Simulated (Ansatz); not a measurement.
The reference is Y in the hcp (Mg type) structure (space group P6_3/mmc, No. 194; a = 3.6826 Å, c = 5.6985 Å). Axes: x lies along a and z along c of the hexagonal cell.

Level of theory: Ansatz (a program for electronic structure) r2SCAN, no SOC.

Strains are applied to the cell and any free atomic positions relax; under stress the whole cell relaxes.

One change was made to it. Results:

| quantity | base | after |
|---|---|---|
| energy relative to the base (free energy F) | 0 meV/atom | +0.7 meV/atom |
| shortest interatomic distance | 3.555 Å | 3.550 Å |

### Question
Which change produced these results?
A) isotropic strain −1.40 %
B) uniaxial stress, 0.5 GPa compression along z
C) tensor shear ε_xy = −0.82 %
D) isotropic strain −5.91 %

### Answer
C, tensor shear ε_xy = −0.82 %. For comparison, the shortest interatomic distance in the other runs: isotropic strain −1.40 % gives 3.505 Å; uniaxial stress, 0.5 GPa compression along z gives 3.540 Å; isotropic strain −5.91 % gives 3.345 Å.

Without a gap, meshes like the base's 15×15×8 leave anisotropic stresses uncertain by several tenths of a GPa, and small strain energies with them. Stability under load was not tested beyond the relaxation. All final runs are without spin polarisation.
